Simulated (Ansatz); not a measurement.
The reference is NaCl in the zinc blende structure (space group F-43m, No. 216; a = 6.177 Å; a hypothetical phase, not in the database extracts checked).

The values are results of Ansatz (a quantum-chemistry and plane-wave program) r2SCAN, without spin-orbit coupling, not measurements.

Base values:

The magnetic state is not spin-polarised, the shortest interatomic distance comes out as 2.675 Å and the largest site moment comes out as 0.00 μB.

It is then changed as follows: full substitution Na → Tm; the structure is relaxed again.

Task: What does the calculation give for the magnetic state, shortest interatomic distance and largest site moment after the change?

Result: The magnetic state becomes ferromagnetic (base: not spin-polarised); the shortest interatomic distance goes up by 0.0788 Å to 2.753 Å; the largest site moment goes from zero to 1.01 μB.

The magnetic state is the one reached from the starting moments; the real material's order can differ, and small cells can't hold many antiferromagnetic ones. Open 4f shells without U are poorly described, and the f state was not checked. Whether these cells are dynamically stable was not tested. As relaxed here, TmCl is a hypothetical phase, not in the database extracts checked. No Hubbard U is applied, and correlation can decide whether such a compound is a metal.
